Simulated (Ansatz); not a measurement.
GaN (model structure), treated with PBEsol in Ansatz (PAW).

Run with plane-wave cutoff 520 eV, 6×16×12 k mesh (along the axes of the cell as run), Fermi–Dirac smearing 0.03 eV, scalar-relativistic PAW data made under PBE.

Starting structure:

```
GaN
1.0
    8.33491     0.00000     0.00000
    0.00000     2.89771     0.00000
    0.00000     0.00000     3.42312
Ga N
4 4
Direct
  0.12210   0.25000   0.12770
  0.37790   0.75000   0.62770
  0.87790   0.75000   0.87230
  0.62210   0.25000   0.37230
  0.84950   0.25000   0.50230
  0.65050   0.75000   0.00230
  0.15050   0.75000   0.49770
  0.34950   0.25000   0.99770
```

Into what structure does the relaxation of cell and atoms lead at this level, with the symmetry of the start kept?

The volume shrinks by 9.1 %; final space group Fm-3m.
```
GaN
1.0
    8.43883     0.00000     0.00000
    0.00000     2.98359     0.00000
    0.00000     0.00000     2.98359
Ga N
4 4
Direct
  0.12500   0.25000   0.25000
  0.37500   0.75000   0.75000
  0.87500   0.75000   0.75000
  0.62500   0.25000   0.25000
  0.87500   0.25000   0.25000
  0.62500   0.75000   0.75000
  0.12500   0.75000   0.75000
  0.37500   0.25000   0.25000
```

A model structure was made by putting elements into a prototype or built by hand; it is no filed structure, need not be a known phase, and can be a saddle point held by its symmetry.

Ansatz is a quantum-chemistry and plane-wave program.
